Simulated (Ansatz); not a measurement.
WSe2: transverse stress against strain

WSe2 (2H layered, P6_3/mmc, 18.695 Å³/atom at rest, c along z) under a strain ε along c (axis z), the other axes held. PBEsol-D3(BJ) in Ansatz, a plane-wave DFT program (PAW, default set), 420 eV, 12×12×3 Γ-centred mesh, Fermi-Dirac smearing 0.05 eV; ions are relaxed within the symmetry of each cell. Stress is positive for a compressed cell.

Here s stands for strain and y for stress xx.

```csv
strain (%),stress xx (GPa)
-1.20,0.29
-0.60,0.14
0.00,0.00
0.60,-0.11
1.20,-0.23
3.00,?
```

The 5 complete rows are fitted with a straight line, y against s. Means: s 0, y 0.018. About the means, the sum of products is -0.77400 and the sum of squares of s is 3.6000; the slope is their ratio. Least squares gives y = 0.018 - 0.2150·s. Residuals (row less fit): 0.014, -0.007, -0.018, 0.001, 0.010; standard error 0.015 (degrees of freedom: 3). The slope gives the elastic constant C13 = 22 ± 0.8 GPa.

Question: Estimate the missing y (s = 3.00); what did the run itself give?

Answer: y = 0.018 - 0.2150 × 3.0 = -0.627 GPa. The calculation gives -0.47 GPa, 0.157 GPa above the prediction (20.7 % of the range of y in the table). The row lies outside the fitted rows, so this is an extrapolation. From the scatter of the fitted rows alone, a prediction at this place has a standard error of 0.029 GPa, so the miss is 5.4 times that.

One order more, fitted to all 11 runs of the series, follows each within 0.01, so the miss is the next term of a smooth law. Rows are the converged runs of the series near zero and its far end; series whose fitted rows scatter by over a few per cent of the range, as at a crossing or softening among them, aren't shown in this form. Most that stay on the fit to the last digits aren't either.
